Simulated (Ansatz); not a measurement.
# Effect of biaxial strain −0.83 %, plane normal [111], relaxed out of plane on BeTe

Base system: BeTe in the zinc blende structure (space group F-43m, No. 216; a = 5.657 Å). Axes: x, y, z lie along the cube axes.

It is then changed as follows: compressive biaxial strain of 0.83 % in the plane normal to [111], as in epitaxy on a mismatched substrate; the out-of-plane cell vector and the atoms relax.

Computed with r2SCAN/PAW in Ansatz (a quantum-chemistry and plane-wave program), spin-orbit coupling left out. Γ-centred 10×10×10 mesh, Fermi–Dirac width 0.05 eV.

| quantity | base | changed | shift |
|---|---|---|---|
| volume per atom | 22.63 Å³ | 22.33 Å³ | -0.30 Å³ |
| space group | F-43m (No. 216) | R3m (No. 160) | – |
| shortest interatomic distance | 4.629 bohr | 4.602 bohr | -0.027 bohr |
| energy relative to the base (free energy F) | 0 meV/atom | +1.4 meV/atom | +1.4 meV/atom |
| band gap | 2.37 eV | 2.31 eV | -0.069 eV |
| gap character | – | indirect, Γ → F | – |
| smallest direct gap | 4.04 eV | 3.90 eV | -0.14 eV |
| valence-band top at Γ (three highest levels, from the VBM) | 0.00, 0.00, 0.00 eV | 0.00, 0.00, -0.10 eV | – |
| valley order (the lowest conduction-band minima on the path, energy above the VBM, named in the base's zone) | X along ⟨100⟩ 2.37 eV; L along ⟨111⟩ 3.51 eV | X along [100] 2.31 eV; L along [1-11] 3.48 eV; L along [111] 3.62 eV | – |
| out-of-plane strain | – | +0.33 % | – |
| ratio −ε⊥/ε∥ | – | 0.39 | – |
| mean in-plane stress (compression positive) | – | +1.2 GPa | – |

With Te present, leaving out spin-orbit coupling can change the band edges. Stability against distortions was not tested. k-point labels follow each cell's own Brillouin zone.
